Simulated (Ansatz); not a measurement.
Given:

```
BN
1.0
    0.00000     3.23887     2.16296
    1.25101     0.00000     2.16296
    1.25101     3.23887     0.00000
B N
1 1
Cartesian
  1.25101   3.23887   0.00060
  1.25101   3.23887   2.88349
```

These are r2SCAN, rigid bands (plane waves, PAW, scalar-relativistic; Ansatz, a program for electronic structure) values and carry that method's errors. Condition of this run: functional r2SCAN on the same cell. Cell: cell and atoms relaxed with PBEsol+d3bj.

### Question
What conductivity effective mass do dilute electrons have at 300 K?

### Answer
2.2 (x), 0.71 (y), 0.22 (z) mₑ.

### Question
Predict the hole conductivity mass (n e² τ/σ) at 300 K, by direction if it differs.

### Answer
0.86 (x), 1.76 (y), 0.68 (z) mₑ.

### Question
And the band gap?

### Answer
3.84 eV at this level; semilocal functionals usually fall short of the measured gap.

Rigid bands, one relaxation time for all states, no polarons. Spin-orbit coupling is left out. Geometry: cell and atoms relaxed with PBEsol+D3(BJ).

Computed structure, not matched to a measured one here, so possibly hypothetical: BN (Fmm2).
